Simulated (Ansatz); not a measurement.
A self-consistent single point of CdHClO (P6_3mc, 8 atoms in the cell) with Ansatz (a quantum-chemistry and plane-wave program)

Level of theory: LDA (PW92), default PAW files made with PBE (plane waves; Ansatz).

This input was run:

Ansatz 0.2 input:
```yaml
crystal:
  lattice:
    - [3.753615, 0.000000, 0.000000]
    - [-1.876807, 3.250726, 0.000000]
    - [0.000000, 0.000000, 10.471638]
  atoms:
    - { symbol: Cd, position: [0.666667, 0.333333, 0.492190] }
    - { symbol: Cd, position: [0.333333, 0.666667, 0.992190] }
    - { symbol: H, position: [0.000000, 0.000000, 0.318420] }
    - { symbol: H, position: [0.000000, 0.000000, 0.818420] }
    - { symbol: Cl, position: [0.666667, 0.333333, 0.155740] }
    - { symbol: Cl, position: [0.333333, 0.666667, 0.655740] }
    - { symbol: O, position: [0.000000, 0.000000, 0.413240] }
    - { symbol: O, position: [0.000000, 0.000000, 0.913240] }
basis:
  ecutwfc: 420.0
kpoints:
  mp_grid:
    grid: [8, 8, 3]
hamiltonian:
  xc: lda
  pseudopotentials:
    kind: paw
scf:
  occupations:
    method: fixed
output:
  forces: true
  eigenvalues: true
  stress: true
```

The program printed (abridged):

```
WARN the atoms were moved onto the symmetric positions of the space group found under crystal.symmetry.tolerance 1.0e-5 (fractional …
WARN ansatz: RAYON_NUM_THREADS=1 ignored (pool sized by the plan → 1); use --threads N
Pseudopotentials: kind: paw
Pseudopotential: Cd, paw, valence charge 20
Pseudopotential: H, paw, valence charge 1
Pseudopotential: Cl, paw, valence charge 7
Pseudopotential: O, paw, valence charge 6
Crystal: 8 atoms, lattice volume = 127.775 Å³
Basis set: ecut = 420 eV, 2519 PW (Γ)
Bands: 42, of which v1, the nominal top of the filled ones, is band 34 counted from 1 (33 counted from 0)
Symmetry: 12 space group operations
Space group: P63mc (ITA 186), of the structure as read, at distance tolerance 5.0e-5 Å
k-points: 20 of 192 (time reversal used)
PAW frozen core: Cd, regenerated for the run's functional, and the local potential with it
PAW frozen core: Cl, regenerated for the run's functional, and the local potential with it
PAW frozen core: O, regenerated for the run's functional, and the local potential with it
Initial density: superposition of atomic densities (neutral atoms: chi_scale 0, normalization atom), corrected by the library's trained network
Initial wavefunctions: pseudopotential atomic-orbital guess
Eigensolver: davidson
Functional: x = slater, c = lda
SCF iter   1: F=—  HF=-19469.163550 eV  |F-HF|=—  |Δ(HF+E_count)|=         —  Δρ=1.20e-2  dr2=1.71e-1  ethr=1.77e-3  ⟨swp⟩=5.0  Hψ=2718  notcnv=0  defer=120
all-band conjugate gradients solve this SCF's bands
preconditioner: auto → Resta (q_TF=auto, 2.456 Å⁻¹)
SCF iter   2: F=—  HF=-19469.117104 eV  |F-HF|=—  |Δ(HF+E_count)|=   4.64e-2  Δρ=4.79e-3  dr2=2.39e-2  ethr=2.52e-4  ⟨swp⟩=2.2  Hψ=1336  notcnv=0  defer=120
SCF iter   3: F=—  HF=-19469.111074 eV  |F-HF|=—  |Δ(HF+E_count)|=   6.03e-3  Δρ=2.14e-3  dr2=5.59e-3  ethr=3.52e-5  ⟨swp⟩=2.0  Hψ=1327  notcnv=0  defer=120
SCF iter   4: F=—  HF=-19469.109659 eV  |F-HF|=—  |Δ(HF+E_count)|=   1.41e-3  Δρ=6.32e-4  dr2=3.94e-4  ethr=8.22e-6  ⟨swp⟩=2.0  Hψ=1051  notcnv=0  defer=120
SCF iter   5: F=—  HF=-19469.109627 eV  |F-HF|=—  |Δ(HF+E_count)|=   3.27e-5  Δρ=1.60e-4  dr2=3.64e-5  ethr=5.79e-7  ⟨swp⟩=2.0  Hψ=1283  notcnv=0  defer=107
SCF iter   6: F=—  HF=-19469.109646 eV  |F-HF|=—  |Δ(HF+E_count)|=   1.98e-5  Δρ=5.21e-5  dr2=4.53e-6  ethr=5.36e-8  ⟨swp⟩=2.6  Hψ=1308  notcnv=0  defer=69
SCF iter   7: F=—  HF=-19469.109648 eV  |F-HF|=—  |Δ(HF+E_count)|=   1.97e-6  Δρ=1.19e-5  dr2=2.58e-7  ethr=6.66e-9  ⟨swp⟩=2.6  Hψ=1246  notcnv=0  defer=69
SCF iter   8: F=-19469.109649 eV  HF=-19469.109649 eV  |F-HF|=2.88e-9  |Δ(HF+E_count)|=   1.91e-7  Δρ=2.90e-6  dr2=1.27e-8  ethr=1.47e-10  ⟨swp⟩=11.0  Hψ=4086  notcnv=0
SCF 1 converged in 8 iterations: F = -19469.109649 eV  dr2 = 1.27e-8
SCF converged after 8 iterations
Free energy (F): -19469.109649 eV
Harris-Foulkes:  -19469.109649 eV  (|F-HF|=2.88e-9)
Internal energy: -19469.109649 eV  (E = F + TS)
E sigma→0 (E₀):  -19469.109649 eV
Fermi energy:    4.141828 eV
--- Per-component energies (eV) ---
  E_band       = -1133.112917
  E_kinetic    = 1699.801924
  E_local      = -9726.804840  (includes V_loc(G=0)·N_el)
  E_nonlocal   = 249.780853
  E_hartree    = 4345.827545
  E_xc         = -719.245127
  E_vxc        = -887.006767  (∫ρ·V_xc dr)
  E_paw        = -9444.499748  (= ΣΔE_a)
  E_vpaw       = -1160.544597  (= ΣTr[D̂ρ^β])
  E_aug_tail   = 0.002933  (compensation charges beyond the density's cutoff)
  E_ewald      = -5876.081153
  E_core_change = 2.107964  (= ΣΔE_core)
  E_smearing   = -0.000000  (= −TS)
  E_closure    = -0.000000  (closes the sum)
  Σ components = -19469.109649   (vs F -19469.109649, Δ=0.00e0)
--- Forces (eV/Å), atoms counted from 1 ---
  atom   1  Cd    -0.00000000    -0.00000000    -0.04305001
  atom   2  Cd     0.00000000     0.00000000    -0.04305001
  atom   3  H     -0.00000000    -0.00000000     0.38248950
  atom   4  H      0.00000000     0.00000000     0.38248950
  atom   5  Cl     0.00000000     0.00000000    -0.46409143
  atom   6  Cl    -0.00000000    -0.00000000    -0.46409143
  atom   7  O      0.00000000     0.00000000     0.12471165
  atom   8  O     -0.00000000    -0.00000000     0.12471165
  max |Σ_I F_I| component: 1.19e-4 eV/Å
--- Stress (GPa, compression-positive) ---
       -7.696570       0.000000       0.000000
        0.000000      -7.696570       0.000000
        0.000000       0.000000      -6.660439
  P = ⅓ Tr σ = -7.3512 GPa (-73.512 kbar)
  The stress holds the Pulay correction. Without it, at fixed plane waves, as pw.x and ABINIT print it: P = -7.6783 GPa
--- Band table (eV; the first three rows and the last of 20) ---
  k-point 0: bands = ["-95.5072", "-95.5072", "-56.7117", "-56.7117", "-56.6471", "-56.6471", "-56.6471", "-56.6471", "-13.1345", "-13.1140", "-9.1052", "-9.0382", "-2.5123", "-2.3019", "-2.1997", "-2.1997", "-2.1923", "-2.1923", "-1.6624", [...]
  k-point 1: bands = ["-95.5072", "-95.5072", "-56.7117", "-56.7117", "-56.6471", "-56.6471", "-56.6471", "-56.6471", "-13.1294", "-13.1191", "-9.0886", "-9.0551", "-2.4607", "-2.3553", "-2.1979", "-2.1979", "-2.1942", "-2.1942", "-1.6615", [...]
  k-point 2: bands = ["-95.5071", "-95.5071", "-56.7117", "-56.7117", "-56.6474", "-56.6474", "-56.6472", "-56.6472", "-13.1167", "-13.0990", "-9.0561", "-9.0022", "-2.4410", "-2.2909", "-2.1631", "-2.1542", "-2.1456", "-2.1429", "-1.6789", [...]
  k-point 19: bands = ["-95.5071", "-95.5071", "-56.7115", "-56.7115", "-56.6489", "-56.6489", "-56.6483", "-56.6483", "-13.0052", "-13.0039", "-8.7175", "-8.7154", "-2.1409", "-2.1011", "-1.9379", "-1.9292", "-1.7767", "-1.7694", "-1.7006", [...]
```

The run converged in 8 iterations.

The starting cell comes from a database of computed structures (which also holds hypothetical and non-ambient phases and stackings), without a prior relaxation at this level. Its lattice was rescaled by up to half a per cent. With a pressure of about -7 GPa the cell is away from its equilibrium volume at this level. Ansatz's pressure includes its estimate of the finite-basis (Pulay) stress.
